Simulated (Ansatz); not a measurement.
The starting structures come from a database of crystals and need not be the phases stable at ambient conditions.

**Evanescent states of CsHF$_{2}$ (I4/mcm, not sure to be the ambient phase, 8 atoms a cell, 18.8 Å³ an atom) along the normal of (100)**

Calculation: PBEsol (plane waves, PAW; Ansatz, a first-principles code).

No gap correction and no spin-orbit coupling; mid-gap values are interpolated between computed energies.

Energies count from the valence-band top; κ is the least over a 6×4 mesh across the current.

```
E (eV)  κ (1/Å)  where
------  -------  -----
0.15      0.321      Γ
0.45      0.439      Γ
0.75      0.474      Γ
1.05      0.499      Γ
1.35      0.515      Γ
1.65          …      Γ
1.95          …      Γ
2.25          …      Γ
2.55          …      Γ
2.85          …      Γ
3.15      0.515      Γ
3.45          …      Γ
3.75          …      Γ
4.05          …      Γ
4.35          …      Γ
4.65          …      Γ
4.95          …      Γ
5.25      0.359      Γ
5.55      0.318      Γ
5.85      0.266      Γ
6.15      0.196      Γ
6.45      0.064      Γ
```

### Question
Some entries are withheld; supply them.

### Answer

- 1.65, κ (1/Å): 0.525
- 1.95, κ (1/Å): 0.531
- 2.25, κ (1/Å): 0.532
- 2.55, κ (1/Å): 0.529
- 2.85, κ (1/Å): 0.524
- 3.45, κ (1/Å): 0.503
- 3.75, κ (1/Å): 0.488
- 4.05, κ (1/Å): 0.470
- 4.35, κ (1/Å): 0.449
- 4.65, κ (1/Å): 0.423
- 4.95, κ (1/Å): 0.394
